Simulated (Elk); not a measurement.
Band structure of ZrRh3 (Pm-3m, 4 atoms in the cell).

```yaml
crystal:
  lattice:
    - [3.93411, 0.00000, 0.00000]
    - [0.00000, 3.93411, 0.00000]
    - [0.00000, 0.00000, 3.93411]
  atoms:
    - { symbol: Zr, position: [0.00000, 0.00000, 0.00000] }
    - { symbol: Rh, position: [0.50000, 0.50000, 0.00000] }
    - { symbol: Rh, position: [0.00000, 0.50000, 0.50000] }
    - { symbol: Rh, position: [0.50000, 0.00000, 0.50000] }
```

Method of the run: LDA (PW92), all-electron FP-LAPW, Elk's shipped species files, APW+lo basis with extra local orbitals (Elk).

Settings: xctype = 3; rgkmax = 7.5; stype = 3; swidth = 0.00183747 Ha; ngridk = 6 6 6; gmaxvr = 18 1/bohr; lmaxapw = 10; lmaxo = 8; nxlo = 2; lorbcnd = true; lradstp = 2; nrmtscf = 2; rmtscf = 0.95; lmaxi = 4.

The starting cell comes from a database of computed structures (which also holds hypothetical and non-ambient phases and stackings), without a prior relaxation at this level. Spin polarisation is off. Values depend on the basis (sphere radii, cutoffs, local orbitals), which need not be converged.

Levels in eV from the Fermi level, bands 28 to 35:
```csv
point,28,29,30,31,32,33,34,35
Γ,-0.29,0.59,1.07,1.07,1.07,3.74,3.74,3.74
X,-1.14,-1.12,-1.12,-1.03,-0.04,1.07,1.59,1.59
M,-1.60,-1.43,-1.43,-1.37,-0.94,-0.77,2.27,2.27
R,-1.69,0.66,0.66,0.66,0.81,1.68,1.68,1.68
```

Bands cross the Fermi level along this path, so the cell is metallic at this level.
